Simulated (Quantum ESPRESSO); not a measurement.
Quantum ESPRESSO run on SrFe2As2 (I4/mmm, 5 atoms in the cell): self-consistent single point.

Computed with LDA (PZ), PSlibrary ultrasoft (LDA) pseudopotentials (plane waves; Quantum ESPRESSO).

```yaml
crystal:
  lattice:
    - [1.96205, -1.96205, 5.83556]
    - [1.96205, 1.96205, 5.83556]
    - [-1.96205, -1.96205, 5.83556]
  atoms:
    - { symbol: Sr, position: [0.00000, 0.00000, 0.00000] }
    - { symbol: Fe, position: [0.50000, 0.75000, 0.25000] }
    - { symbol: Fe, position: [0.50000, 0.25000, 0.75000] }
    - { symbol: As, position: [0.00000, 0.64900, 0.64900] }
    - { symbol: As, position: [0.00000, 0.35100, 0.35100] }
```

Reference input (self-consistent single point, DFT, PBEsol, plane waves, PSlibrary ultrasoft (PBE) pseudopotentials): ecutwfc = 55 Ry; ecutrho = 385 Ry; occupations = smearing; smearing = gaussian; degauss = 0.0147 Ry; input_dft = pbesol; K_POINTS = automatic 6 6 6 0 0 0; conv_thr = 1e-10 Ry. This run's input differs from it in these lines:

```diff
@@ -19,3 +19,2 @@
  degauss = 0.0147
- input_dft = 'pbesol'
 /
@@ -25,5 +24,5 @@
 ATOMIC_SPECIES
-Sr    87.6200  Sr.pbe-spn-rrkjus_psl.1.0.0.UPF
-Fe    55.8450  Fe.pbe-n-rrkjus_psl.1.0.0.UPF
-As    74.9216  As.pbe-n-rrkjus_psl.1.0.0.UPF
+Sr    87.6200  Sr.pz-spn-rrkjus_psl.1.0.0.UPF
+Fe    55.8450  Fe.pz-n-rrkjus_psl.1.0.0.UPF
+As    74.9216  As.pz-n-rrkjus_psl.1.0.0.UPF
 ATOMIC_POSITIONS {crystal}
```

Output (repeated stretches shortened):

```
     Self-consistent Calculation

     iteration #  1     ecut=    55.00 Ry     beta= 0.70

     total energy              =    -232.94838950 Ry
     estimated scf accuracy    <       0.55378826 Ry

     iteration #  2     ecut=    55.00 Ry     beta= 0.70

     total energy              =    -230.82822917 Ry
     estimated scf accuracy    <      33.57579364 Ry

     iteration #  3     ecut=    55.00 Ry     beta= 0.70

     total energy              =    -233.35861160 Ry
     estimated scf accuracy    <       0.08602106 Ry

   [... 9 blocks of this kind left out ...]

     iteration # 13     ecut=    55.00 Ry     beta= 0.70

     total energy              =    -233.36617758 Ry
     estimated scf accuracy    <          2.0E-10 Ry

     iteration # 14     ecut=    55.00 Ry     beta= 0.70
     End of self-consistent calculation

     the Fermi energy is    10.1626 ev

!    total energy              =    -233.36617758 Ry
     estimated scf accuracy    <          1.2E-11 Ry
     smearing contrib. (-TS)   =      -0.00448899 Ry
     internal energy E=F+TS    =    -233.36168859 Ry

     convergence has been achieved in  14 iterations

     Forces acting on atoms (cartesian axes, Ry/au):

     atom    1 type  1   force =     0.00000000    0.00000000    0.00000000
     atom    2 type  2   force =    -0.00000000   -0.00000000    0.00000000
     atom    3 type  2   force =     0.00000000    0.00000000   -0.00000000
     atom    4 type  3   force =     0.00000000    0.00000000   -0.00167322
     atom    5 type  3   force =     0.00000000    0.00000000    0.00167322

     Total force =     0.002366     Total SCF correction =     0.000005

          total   stress  (Ry/bohr**3)                   (kbar)     P=      -45.51
  -0.00030749  -0.00000000  -0.00000000          -45.23       -0.00       -0.00
  -0.00000000  -0.00030749   0.00000000           -0.00      -45.23        0.00
  -0.00000000   0.00000000  -0.00031303           -0.00        0.00      -46.05

   JOB DONE.
```

The run converged in 14 iterations. Against the reference run the pressure goes from -1.03 to -4.55 GPa and the largest force goes from 0.331 to 0.043 eV/Å.

The starting cell comes from a database of computed structures (which also holds hypothetical and non-ambient phases and stackings), without a prior relaxation at this level. Spin polarisation is off, so a magnetic state, if there is one, cannot be reached. With a pressure of about -5 GPa the cell is away from its equilibrium volume at this level.

Cost on one core of a shared machine: roughly 80 s.
